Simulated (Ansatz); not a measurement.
Data:

```
Ag
1.0
    0.00000     2.01410     2.01410
    2.01410     0.00000     2.01410
    2.01410     2.01410     0.00000
Ag
1
Direct
  0.00000   0.00000   0.00000
```

No spin polarisation.

Level of theory: PBE in Ansatz (plane waves to 420 eV, PAW, spin-orbit coupling left out), earlier PAW set. k-mesh 27×27×27 (Γ-centred); smearing 0.1 eV (Fermi–Dirac).

Q: Predict the space group.

A: Fm-3m (No. 225).

Q: What is the computed band gap?

A: Zero.

Q: What is the computed pressure?

A: 10.4 GPa.

The cells carry an imposed strain or load. Whether these cells are dynamically stable was not tested. The cell was made from Ag in the fcc (Cu type) structure (space group Fm-3m, No. 225) by this change: isotropic strain −2.91 %.

Ansatz is a first-principles code.
